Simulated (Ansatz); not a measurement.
Take Rh in the fcc (Cu type) structure (space group Fm-3m, No. 225; relaxed with 0.1 eV smearing) as the base.

```yaml
crystal:
  lattice:
    - [0.00000, 1.90077, 1.90077]
    - [1.90077, 0.00000, 1.90077]
    - [1.90077, 1.90077, 0.00000]
  atoms:
    - { symbol: Rh, position: [0.00000, 0.00000, 0.00000] }
```

Cartesian axes are those of the cell as printed.

Level of theory: r2SCAN (Ansatz, a first-principles code; PAW; 500 eV plane waves; no SOC).

It is then changed as follows: the cell is compressed by 1.50 % along z with no lateral relaxation; the atoms relax in the strained cell.

### Question
Predict the stress tensor and what it implies for the stiffness.

### Answer
Stress of the strained cell less that of the base (GPa, compression positive):
```
    3.2     0.0     0.0
    0.0     3.2     0.0
    0.0     0.0     7.0
```

Then −Δσ_ii/ε with ε = -0.0150 gives secant stiffness values (nonlinear terms included at this strain): C33 ≈ 464 GPa, C13 ≈ 211 GPa and C23 ≈ 211 GPa.

As a check, the harmonic strain energy −½ V₀ Δσ:ε is 4.5 meV/atom; the computed energy rise is 4.4 meV/atom.

Stability against distortions was not tested. The final runs are not spin-polarised.
